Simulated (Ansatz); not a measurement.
Consider interstitial Ag in silicon, charge state +1. Computed with PBE, PAW (plane waves to 420 eV; Ansatz, an electronic-structure program).

Cell of 64 host sites held at the relaxed PBE lattice; a 2×2×2 k-point mesh shifted by half a step; Fermi-Dirac width 0.01 eV, spin-restricted; finite-size errors left in. Static, classical nuclei. The charge state is imposed; whether it is stable for some Fermi level was not computed. Sites that were not tried may lie lower.

Barriers: single points on a 3×3×3 k-point mesh shifted by half a step at the bands' geometries.

Relaxed starting cell (atoms counted from 1):

```yaml
crystal:
  lattice:
    - [10.94000, 0.00000, 0.00000]
    - [0.00000, 10.94000, 0.00000]
    - [0.00000, 0.00000, 10.94000]
  atoms:
    - { symbol: Si, position: [0.99981, 0.99984, 0.25529] }
    - { symbol: Si, position: [0.99990, 0.99985, 0.74540] }
    - { symbol: Si, position: [0.99978, 0.49993, 0.25031] }
    - { symbol: Si, position: [0.99984, 0.49973, 0.75028] }
    - { symbol: Si, position: [0.49987, 0.99995, 0.25034] }
    - { symbol: Si, position: [0.49980, 0.99976, 0.75027] }
    - { symbol: Si, position: [0.49981, 0.49981, 0.25083] }
    - { symbol: Si, position: [0.49983, 0.49992, 0.74981] }
    - { symbol: Si, position: [0.12607, 0.37584, 0.12655] }
    - { symbol: Si, position: [0.12405, 0.37619, 0.62386] }
    - { symbol: Si, position: [0.13212, 0.86750, 0.13269] }
    - { symbol: Si, position: [0.12604, 0.87365, 0.62434] }
    - { symbol: Si, position: [0.62337, 0.37625, 0.12453] }
    - { symbol: Si, position: [0.62469, 0.37499, 0.62522] }
    - { symbol: Si, position: [0.62394, 0.87375, 0.12645] }
    - { symbol: Si, position: [0.62339, 0.87557, 0.62388] }
    - { symbol: Si, position: [0.00002, 0.25473, 0.00036] }
    - { symbol: Si, position: [0.99970, 0.24992, 0.50032] }
    - { symbol: Si, position: [0.99974, 0.74500, 0.00034] }
    - { symbol: Si, position: [0.99982, 0.74976, 0.50022] }
    - { symbol: Si, position: [0.49971, 0.24993, 0.00032] }
    - { symbol: Si, position: [0.49991, 0.25024, 0.50024] }
    - { symbol: Si, position: [0.49993, 0.74972, 0.00025] }
    - { symbol: Si, position: [0.49971, 0.74939, 0.50031] }
    - { symbol: Si, position: [0.12594, 0.12604, 0.37634] }
    - { symbol: Si, position: [0.13235, 0.13239, 0.86785] }
    - { symbol: Si, position: [0.12417, 0.62365, 0.37642] }
    - { symbol: Si, position: [0.12591, 0.62390, 0.87417] }
    - { symbol: Si, position: [0.62358, 0.12419, 0.37652] }
    - { symbol: Si, position: [0.62383, 0.12604, 0.87418] }
    - { symbol: Si, position: [0.62465, 0.62479, 0.37546] }
    - { symbol: Si, position: [0.62355, 0.62357, 0.87585] }
    - { symbol: Si, position: [0.25471, 0.99985, 0.00019] }
    - { symbol: Si, position: [0.24998, 0.99984, 0.50032] }
    - { symbol: Si, position: [0.24995, 0.49982, 0.00024] }
    - { symbol: Si, position: [0.25007, 0.49993, 0.50024] }
    - { symbol: Si, position: [0.74500, 0.99986, 0.00020] }
    - { symbol: Si, position: [0.74967, 0.99989, 0.50030] }
    - { symbol: Si, position: [0.74964, 0.49987, 0.00029] }
    - { symbol: Si, position: [0.74943, 0.49986, 0.50031] }
    - { symbol: Si, position: [0.37486, 0.37497, 0.37553] }
    - { symbol: Si, position: [0.37622, 0.37621, 0.87589] }
    - { symbol: Si, position: [0.37626, 0.87565, 0.37661] }
    - { symbol: Si, position: [0.37571, 0.87355, 0.87416] }
    - { symbol: Si, position: [0.87553, 0.37626, 0.37661] }
    - { symbol: Si, position: [0.87366, 0.37568, 0.87428] }
    - { symbol: Si, position: [0.87361, 0.87371, 0.37628] }
    - { symbol: Si, position: [0.86745, 0.86749, 0.86785] }
    - { symbol: Si, position: [0.25015, 0.25015, 0.25071] }
    - { symbol: Si, position: [0.25549, 0.25554, 0.74450] }
    - { symbol: Si, position: [0.25560, 0.74436, 0.25576] }
    - { symbol: Si, position: [0.25011, 0.74943, 0.74997] }
    - { symbol: Si, position: [0.74429, 0.25556, 0.25574] }
    - { symbol: Si, position: [0.74946, 0.25017, 0.75001] }
    - { symbol: Si, position: [0.74947, 0.74952, 0.25066] }
    - { symbol: Si, position: [0.74431, 0.74429, 0.74453] }
    - { symbol: Si, position: [0.37565, 0.12595, 0.12647] }
    - { symbol: Si, position: [0.37628, 0.12413, 0.62393] }
    - { symbol: Si, position: [0.37627, 0.62342, 0.12452] }
    - { symbol: Si, position: [0.37482, 0.62468, 0.62516] }
    - { symbol: Si, position: [0.86753, 0.13212, 0.13268] }
    - { symbol: Si, position: [0.87361, 0.12593, 0.62446] }
    - { symbol: Si, position: [0.87356, 0.62393, 0.12639] }
    - { symbol: Si, position: [0.87567, 0.62341, 0.62392] }
    - { symbol: Ag, position: [0.00003, 0.99992, 0.00009] }
```
Cell charge +1.

End state 1 differs by these moves (Å; atoms that move under 0.08 Å are left out):

```
atom  element     Δx     Δy     Δz
----  -------  -----  -----  -----
2          Si  -0.09   0.08  -0.02
11         Si  -0.08   0.08  -0.02
19         Si  -0.08  -0.03   0.09
26         Si  -0.09  -0.03   0.08
33         Si   0.02   0.08   0.08
48         Si   0.02   0.08   0.09
50         Si  -0.05  -0.05   0.05
51         Si  -0.05   0.05  -0.05
52         Si   0.07  -0.07  -0.07
53         Si   0.06  -0.06  -0.06
56         Si   0.05   0.05   0.05
57         Si   0.05   0.05   0.05
60         Si   0.06  -0.06  -0.06
61         Si   0.07  -0.07  -0.07
62         Si  -0.05   0.05  -0.05
63         Si  -0.05  -0.05   0.05
65         Ag   1.36  -1.37  -1.36
```

Q: Predict the forward and backward barriers to end state 1 from PBE, PAW.

A: forward 0.38 eV, backward 0.38 eV; at the saddle point atom 65 has neighbours 6 Si at 2.46 Å. The saddle point's order was not checked, and it lies on a symmetry element of the cell, where a band can be held.
